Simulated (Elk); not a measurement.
Input and output of a self-consistent single point for ZnHg3 (Fm-3m, 4 atoms in the cell) (Elk).

Computed with Elk 10.2.4 with PBEsol, spin-orbit coupling in second variation, all-electron FP-LAPW, Elk's shipped species files, APW+lo basis with extra local orbitals.

```yaml
crystal:
  lattice:
    - [0.00000, 3.67772, 3.67772]
    - [3.67772, 0.00000, 3.67772]
    - [3.67772, 3.67772, 0.00000]
  atoms:
    - { symbol: Zn, position: [0.00000, 0.00000, 0.00000] }
    - { symbol: Hg, position: [0.25000, 0.25000, 0.25000] }
    - { symbol: Hg, position: [0.75000, 0.75000, 0.75000] }
    - { symbol: Hg, position: [0.50000, 0.50000, 0.50000] }
```

Reference input (self-consistent single point, DFT, PBEsol, all-electron FP-LAPW, Elk's shipped species files, APW+lo basis with extra local orbitals): xctype = 22; rgkmax = 8; stype = 0; swidth = 0.00734986 Ha; ngridk = 8 8 8; gmaxvr = 14 1/bohr; nxlo = 2; lorbcnd = true; lmaxi = 3; maxscl = 100. This run's input differs from it in these lines:

```diff
@@ -5,2 +5,5 @@
   22
+
+spinorb
+  .true.
 
@@ -20,2 +23,5 @@
   3
+
+nempty
+  10
```

Output, abridged:

```
│ Self-consistent loop started │
│ Loop number : 1 │
 total energy                :     -60763.0807213
 total moment                :   0.1011014485E-19  0.2615532876E-19 -0.9751033449E-20
│ Loop number : 2 │
 total energy                :     -60763.6909347
 total moment                :  -0.1531882028E-20  0.1372787428E-20 -0.1975436908E-19
RMS change in Kohn-Sham potential (target) :   0.9941750562E-01 (  0.1000000000E-05)
Absolute change in total energy (target)   :   0.6102133900     (  0.1000000000E-03)
│ Loop number : 3 │
 total energy                :     -60764.1445632
   [... lines left out ...]
 total energy                :     -60764.3881502
 total moment                :  -0.6595205543E-20 -0.3984615526E-21 -0.2419712896E-19
RMS change in Kohn-Sham potential (target) :   0.8827677669E-07 (  0.1000000000E-05)
Absolute change in total energy (target)   :   0.2892508710E-03 (  0.1000000000E-03)
│ Loop number : 15 │
 total energy                :     -60764.3881448
 total moment                :   0.2174868789E-20 -0.7755663126E-20 -0.2172073348E-19
RMS change in Kohn-Sham potential (target) :   0.4278081511E-07 (  0.1000000000E-05)
Absolute change in total energy (target)   :   0.7778309373E-04 (  0.1000000000E-03)
Convergence targets achieved

│ Loop number : 16 │

Energies :
 Fermi                       :     0.156097454825
 xc effective B-field        :    -0.215742155365E-08
 external B-field            :      0.00000000000
 total energy                :     -60764.3881398
 (external B-field energy excluded from total)

Density of states at Fermi energy :    17.42606879
 (states/Hartree/unit cell)

Estimated indirect band gap :   0.9907707100E-02
 from k-point     15 to k-point     13
Estimated direct band gap   :   0.2508331109E-01
 at k-point      4

Charges :
 core                        :    198.0000000
 valence                     :    72.00000000
 interstitial                :    4.815701958
 muffin-tins (core leakage)
  species :    1 (Zn)
   atom    1                 :    28.68104862     (  0.8270055113E-04)
  species :    2 (Hg)
   [... lines left out ...]
   atom    2                 :  -0.1363465484E-20  0.1023202261E-19 -0.3151448503E-20
   atom    3                 :  -0.4430130700E-22 -0.7928085226E-22  0.3946211923E-22
 total in muffin-tins        :  -0.2764107412E-20  0.2038760053E-19 -0.6260586720E-20
 total moment                :  -0.2754587998E-20  0.2036970218E-19 -0.6306892830E-20

│ Self-consistent loop stopped │
```

The run converged in 16 iterations. The count includes the last loop, which Elk runs after its targets are met. 

The starting cell comes from a database of computed structures (which also holds hypothetical and non-ambient phases and stackings), without a prior relaxation at this level. Its lattice was rescaled by a random factor within 2.5 % of one. Values depend on the basis (sphere radii, cutoffs, local orbitals), which need not be converged. The log's line on a gap gives a spacing of levels on this mesh, which the program prints for metals too.

Cost on one core of a shared machine: roughly 2 min.
